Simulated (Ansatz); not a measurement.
```
CELL_PARAMETERS angstrom
      4.12715     0.00000     0.00000
      0.00000     4.12715     0.00000
      0.00000     0.00000     4.12715
ATOMIC_POSITIONS crystal
  Ca 0.00000 0.00000 0.00000
  B  0.20158 0.50000 0.50000
  B  0.79842 0.50000 0.50000
  B  0.50000 0.20158 0.50000
  B  0.50000 0.79842 0.50000
  B  0.50000 0.50000 0.20158
  B  0.50000 0.50000 0.79842
```

Question: The LDA or GGA of the relaxation leaves this crystal with little or no gap. Does r2SCAN (Ansatz, an electronic-structure program) open one on the same cell?

Answer: Yes, about 0.03 eV on the k mesh, so it isn't safe to treat it as a metal.

Spin-orbit coupling is left out.

Formula and space group known from diffraction (Crystallography Open Database), not checked to be the room-temperature form: CaB6 (Pm-3m).
